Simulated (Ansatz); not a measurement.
System: CsCl-type RuAl. Method: PBEsol-D3(BJ) (PAW; Ansatz, an electronic-structure program).

Settings: plane-wave cutoff 520 eV, 18×18×18 k mesh, Fermi–Dirac smearing 0.05 eV, no spin polarisation, scalar-relativistic PAW data made under PBE.

Cell (relaxed at this level):

```yaml
crystal:
  lattice:
    - [2.94893, 0.00000, 0.00000]
    - [0.00000, 2.94893, 0.00000]
    - [0.00000, 0.00000, 2.94893]
  atoms:
    - { symbol: Al, position: [0.50000, 0.50000, 0.50000] }
    - { symbol: Ru, position: [0.00000, 0.00000, 0.00000] }
```

**Question.** Give the computed bulk modulus B0 and pressure derivative B′ of the bulk modulus.

**Answer.** 
* **bulk modulus B0**: 234 GPa
* **pressure derivative B′ of the bulk modulus**: 4.4

The run finds no gap.

Static lattice: no zero-point or thermal effects.
